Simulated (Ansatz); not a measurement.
**Mg (R-3m, No. 166; start mp-1094122; another form than the element's usual one): properties by level of theory**

| level (code) | equilibrium lattice constant a (Å) | lattice parameter c (Å) | bulk modulus B0 (GPa) | cohesive energy (eV/atom) |
|---|---|---|---|---|
| LDA (Ansatz) | 3.127 | 23.019 | 39.5 | 1.76 |
| PBEsol (Ansatz) | 3.170 | 23.330 | 37.2 | 1.71 |
| r²SCAN (Ansatz) | 3.177 | 23.324 | 39.4 | 1.71 |

Caveats: the bulk modulus is −V dP/dV from two relaxed cells at ±2 % in volume (LDA, PBEsol, r²SCAN); the relaxation could not lower the start's symmetry, so the cell can be a saddle point above a distorted one (LDA, PBEsol, r²SCAN). Ansatz's density-functional and Hartree–Fock values are scalar-relativistic unless marked +SOC, with PAW data made under PBE.

Computed values are for the static lattice.

A start named mp-… is a Materials Project structure, which can be a computed phase never made.

Ansatz is an electronic-structure program.
